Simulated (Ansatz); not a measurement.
**MgS (P6₃mc, No. 186, 4 atoms in the cell; start mp-1185942; a measured phase of this formula has another space group)**

These are dielectric-dependent PBEsol hybrid (PAW; Ansatz, a quantum-chemistry and plane-wave program) values and carry that method's errors.

Run with plane-wave cutoff 460 eV, 9×9×4 k mesh (along the axes of the cell as run), Fermi–Dirac smearing 0.01 eV, scalar-relativistic PAW data made under PBE.

Cell (relaxed with PBEsol):

```xyz
4
Lattice="4.0285 0.0000 0.0000 -2.0142 3.4888 0.0000 0.0000 0.0000 6.4160" Properties=species:S:1:pos:R:3 pbc="T T T"
Mg     2.0142     1.1629     3.1842
Mg     0.0000     2.3259     6.3922
S      0.0000     2.3259     2.4298
S      2.0142     1.1629     5.6378
```

For MgS (P6₃mc, No. 186, 4 atoms in the cell; start mp-1185942; a measured phase of this formula has another space group), the band gap is 5.01 eV (on the SCF k mesh).

Note: cell and atoms aren't relaxed at this level (pressure -0.7 GPa).

Static lattice: no zero-point or thermal effects.

A start named mp-… is a Materials Project structure, which need not be a measured phase.
